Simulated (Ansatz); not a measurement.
Base system: CdS in the wurtzite structure (space group P6_3mc, No. 186; a = 4.1244 Å, c = 6.7082 Å).

Level of theory: Ansatz (a first-principles code), PBEsol, PAW, cutoff 420 eV, spin-orbit coupling left out.

One change was made to it. Results:

The density falls by 0.17 g/cm³ (4.86 g/cm³ → 4.69 g/cm³); the band gap shrinks by 0.078 eV (1.09 eV → 1.02 eV); the electron mass stays 0.11 mₑ along c, 0.12 mₑ across (at Γ).

Problem. Which change produced these results?
A. pressure −2 GPa
B. pressure −1 GPa
C. pressure 9 GPa
D. pressure 22.5 GPa
E. pressure 30 GPa

Solution. A, pressure −2 GPa. For comparison, the band gap in the other runs: pressure −1 GPa gives 1.06 eV; pressure 30 GPa gives 0.91 eV; pressure 22.5 GPa gives 1.32 eV; pressure 9 GPa gives 1.32 eV.

Load acts through the strain it causes; cell and atoms are relaxed under it. Effective masses come from finite differences of ±0.01 Å⁻¹. No phonon test of stability was made. Measured, CdS leaves this structure (for rock salt) near 2.54 GPa (temperature not stated; as listed in Datta, Sujoy, Jana, Debnarayan, arXiv (2020)), on rising pressure, with hysteresis.
